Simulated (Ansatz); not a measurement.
Pair distribution function (C-W) of WC (hexagonal), cell W36C36, begun in the crystal structure [in the run: it stayed crystalline; mean temperature 922 K (target 900 K); density 15.21 g/cm³, volume +3 % from the start crystal's; one k-point, which a denser mesh shifts by 0.0 GPa in pressure and 0.05 eV/Å in forces], from MD at 922 K. The numbers are results of PBE (plane waves, PAW; Ansatz, a first-principles code), not measurements. Volume per atom 10.69 Å³, mean pressure -0.2 GPa. 

```
r (Å) | g(r)
     1.38 |  0.00
     1.42 |  0.00
     1.46 |  0.00
     1.50 |  0.00
     1.54 |  0.00
     1.58 |  0.00
     1.62 |  0.00
     1.66 |  0.00
     1.70 |  0.00
     1.74 |  0.00
     1.78 |  0.00
     1.82 |  0.00
     1.86 |  0.00
     1.90 |  0.00
     1.94 |  0.01
     1.98 |  0.12
     2.02 | ## 0.57
     2.06 | ###### 1.77
     2.10 | ############# 4.12
     2.14 | ###################### 7.11
     2.18 | ############################# 9.08
     2.22 | ############################## 9.55
     2.26 | ######################### 7.95
     2.30 | ################## 5.60
     2.34 | ########## 3.30
     2.38 | ##### 1.63
     2.42 | ## 0.72
     2.46 | # 0.24
     2.50 |  0.08
     2.54 |  0.03
     2.58 |  0.00
     2.62 |  0.00
     2.66 |  0.00
     2.70 |  0.00
     2.74 |  0.00
     2.78 |  0.00
     2.82 |  0.00
     2.86 |  0.00
     2.90 |  0.00
     2.94 |  0.00
     2.98 |  0.00
     3.02 |  0.00
     3.06 |  0.00
     3.10 |  0.00
     3.14 |  0.00
     3.18 |  0.00
     3.22 |  0.00
     3.26 |  0.00
     3.30 |  0.00
     3.34 |  0.01
     3.38 |  0.03
     3.42 |  0.09
     3.46 | # 0.26
     3.50 | ## 0.57
     3.54 | #### 1.13
     3.58 | ###### 1.82
     3.62 | ######## 2.62
     3.66 | ########## 3.06
     3.70 | ######### 3.00
     3.74 | ######## 2.59
     3.78 | ###### 1.76
     3.82 | ### 1.04
     3.86 | ## 0.56
     3.90 | # 0.21
     3.94 |  0.08
     3.98 |  0.02
     4.02 |  0.01
     4.06 |  0.00
     4.10 |  0.00
     4.14 |  0.00
     4.18 |  0.00
     4.22 |  0.00
     4.26 |  0.00
```

From these data, give where the first shell ends and the number of neighbours in it.

g is nil from 2.6 to 3.3 Å, so any cut there serves; 6.0 W round each C and 6.0 C round each W in the shell, from n = 4πρ∫r²g(r)dr.
